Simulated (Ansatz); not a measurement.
Consider Al-vacancy pair (Al on one host In site, one In site vacant) in zinc-blende InP, charge state -3. The step: one In atom jumps into the vacancy from a nearby In site (Al-vacancy distance between ideal sites 4.21 Å throughout); the atom moves 3.90 Å along (0.46, 0.46, 0.00) of the unit cell; the moving atom starts with neighbours P at 2.56, 2 P at 2.61, P at 2.64 Å and ends with P at 2.56, 2 P at 2.62, P at 2.64 Å. A PBE band in Ansatz (plane-wave PAW, one k-point at (0.250, 0.250, 0.250), 64 host sites, 86 SCF runs with any check of the saddle's order, static, no finite-size correction) gives a forward barrier of 1.43 eV. The saddle point's order was not checked. The charge state is imposed; whether it is stable for some Fermi level was not computed. Forms of the defect that were not tried may lie lower. The start lies 0.036 eV above the lowest site run (PBE).

Single points at the band's start and saddle point can refine it. Rough cost of one point, in units of the band's mean SCF on the same machine:

```
Level                                                   Cost of one point
------------------------------------------------------  -----------------
PBE, a 2×2×2 k-point mesh shifted by half a step                  about 4
r2SCAN at 500 eV, one k-point at (0.250, 0.250, 0.250)            about 3
```

Q: Which of these move the barrier by more than 0.1 eV, and how far does each move it?

A: PBE, a 2×2×2 k-point mesh shifted by half a step: +0.08 eV; r2SCAN at 500 eV, one k-point at (0.250, 0.250, 0.250): +0.16 eV. Each functional is compared with PBE at the same k-points.

Ansatz is a first-principles code.
